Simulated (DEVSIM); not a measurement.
Device: illuminated CdTe p-on-n cell, one wavelength, at 300 K.

Layer 1 from the left is CdTe, thickness (μm) 0.700, Na (cm⁻³) 1.7e18, τn (s) 3.6e-10, τp (s) 1.1e-10, absorption coefficient (cm⁻¹) 6100. Layer 2 from the left is CdTe, thickness (μm) 2.30, Nd (cm⁻³) 1.4e17, τn (s) 1.3e-9, τp (s) 1.3e-9, absorption coefficient (cm⁻¹) 6100.

Left contact: ohmic, minority electron recombination velocity 4e5 cm/s. Right contact: ohmic, minority hole recombination velocity 6e5 cm/s. Voltage is applied to the left contact. Recombination: SRH at mid-gap, radiative, Auger. Light enters at the left, 9.6e17 photons cm⁻² s⁻¹, one pass, no reflection. Mobility is μmin + (μ − μmin)/(1 + (N/Nref)^α).

This is a model device: material constants are rounded textbook-type values typed into the input, and sizes, dopings and lifetimes were drawn at random. Values at 300 K.

CdTe: gap (eV) 1.5, affinity (eV) 4.28, permittivity 10.2, Nc (cm⁻³) 8e17, Nv (cm⁻³) 1.8e19, μn (cm²/Vs) 1000, μp (cm²/Vs) 80, μn,min 100, μp,min 10, Nref,n 1e17, Nref,p 1e17, αn 0.6, αp 0.6, B (cm³/s) 1e-10, Cn (cm⁶/s) 1e-30, Cp (cm⁶/s) 1e-30.

Model (solved in DEVSIM): 1D drift-diffusion, Boltzmann statistics, complete ionisation; no tunnelling, impact ionisation, image-force lowering or self-heating.

Dark forward current:

| |V| (V) | |J| (A/cm²) |
|---|---|
| 0.05 | 5.014e-11 |
| 0.10 | 1.736e-10 |
| 0.15 | 5.008e-10 |
| 0.20 | 1.383e-9 |
| 0.25 | 3.757e-9 |
| 0.30 | 1.015e-8 |
| 0.35 | 2.745e-8 |
| 0.40 | 7.435e-8 |
| 0.45 | 2.014e-7 |
| 0.50 | 5.467e-7 |
| 0.55 | 1.488e-6 |
| 0.60 | 4.059e-6 |
| 0.65 | 1.110e-5 |
| 0.70 | 3.050e-5 |
| 0.75 | 8.419e-5 |
| 0.80 | 0.0002340 |
| 0.85 | 0.0006576 |
| 0.90 | 0.001883 |
| 0.95 | 0.005588 |
| 1.00 | 0.01771 |
| 1.05 | 0.06288 |
| 1.10 | 0.2624 |
| 1.15 | 1.302 |
| 1.20 | 7.349 |
| 1.25 | 42.95 |
| 1.30 | 214.0 |

Work out the local ideality factor n = ΔV / (kT/q · ln(J2/J1)) between the rows 0.15 and 0.20 V, 1.20 and 1.25 V, 1.25 and 1.30 V.

kT/q = 25.85 mV. From 0.15 to 0.20 V: ln(1.383e-9/5.008e-10) = 1.016, n = 1.90, near the 2 of recombination in the depletion region. From 1.20 to 1.25 V: ln(42.95/7.349) = 1.765, n = 1.10, near the 1 of diffusion or emission over a barrier. From 1.25 to 1.30 V: ln(214.0/42.95) = 1.606, n = 1.20; the layers' resistance at their doping, Σ W/(qμN) = 3.3e-5 Ω cm², would take 5.6 mV of this step of 50 mV.

What current could the absorbed light give at most, and what share is collected?

Σ αd = 1.83, so qΦ(1 − exp(−Σ αd)) = 129 mA/cm². The simulated short-circuit current is 47.09 mA/cm², a share of 0.36.

Estimate the open-circuit voltage by superposition: the voltage at which the dark current equals that short-circuit current.

Interpolating ln J in the table gives 1.039 V. The simulation gives 1.037 V, the same within the digits that matter. Superposition holds where collection doesn't change with voltage.

Estimate the fill factor from FF0 = (v − ln(v + 0.72))/(v + 1), v = qVoc/(nkT), with n from the dark curve.

The rows about Voc, 1.00 and 1.05 V, give n = 1.53, so v = 26.3 and FF0 = 0.843. The simulation gives 0.793; the estimate lies 6.2 % above.
